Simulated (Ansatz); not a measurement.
Start from WC (space group P-6m2, No. 187; relaxed with 0.1 eV smearing).

```
CELL_PARAMETERS angstrom
      2.91268     0.00000     0.00000
     -1.45634     2.52245     0.00000
      0.00000     0.00000     2.83536
ATOMIC_POSITIONS crystal
  W  0.00000 0.00000 0.00000
  C  0.33333 0.66667 0.50000
```

All numbers come from r2SCAN (Ansatz, a quantum-chemistry and plane-wave program, PAW, no spin-orbit coupling).

For the base:

The pressure is 0.0 GPa and the band gap is zero.

The change: every lattice vector is shortened by 2.50 %; the atoms relax in the strained cell.

**Question.** What happens to the energy relative to the base?

**Answer.** The energy increases by 80 meV/atom.

**Question.** How does this affect the pressure?

**Answer.** The pressure (mean of the normal stresses, compression positive) goes from zero to 36.0 GPa.

**Question.** Estimate the effect on the band gap.

**Answer.** The band gap remains zero.

Stability against distortions was not tested. The final runs are not spin-polarised.
